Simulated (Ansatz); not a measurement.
Consider InP in the zinc blende structure (space group F-43m, No. 216; a = 5.878 Å).

Levels (all Ansatz, a quantum-chemistry and plane-wave program, PAW): PBEsol (420 eV, spin-orbit coupling left out); PBEsol+SOC (420 eV, noncollinear with spin-orbit coupling).

The geometry is relaxed with PBEsol.

| Item | Value |
|---|---|
| PBEsol valence-band top at Γ | 0.00, 0.00, 0.00 eV |
| PBEsol pressure | 0.00 GPa |
| PBEsol lowest conduction level above the VBM at special points | Γ 0.57 eV; L 1.38 eV; X 1.65 eV; K 2.25 eV |

Question: What does PBEsol+SOC give at this geometry for the valence-band top at Γ, pressure and lowest conduction level above the VBM at special points?

Answer: The valence-band top at Γ (three highest Kramers pairs, from the VBM) goes from 0.00, 0.00, 0.00 eV to 0.00, 0.00, -0.10 eV; the pressure goes from zero to -0.07 GPa; the lowest conduction level above the VBM at special points goes from Γ 0.57 eV; L 1.38 eV; X 1.65 eV; K 2.25 eV to Γ 0.54 eV; L 1.35 eV; X 1.62 eV; K 2.22 eV. The threefold valence maximum splits by Δso ≈ 0.10 eV.

Single points use the geometry relaxed with PBEsol. The spin-orbit shifts are approximate. The levels and masses belong to the bands next to the band gap. Whether these cells are dynamically stable was not tested.
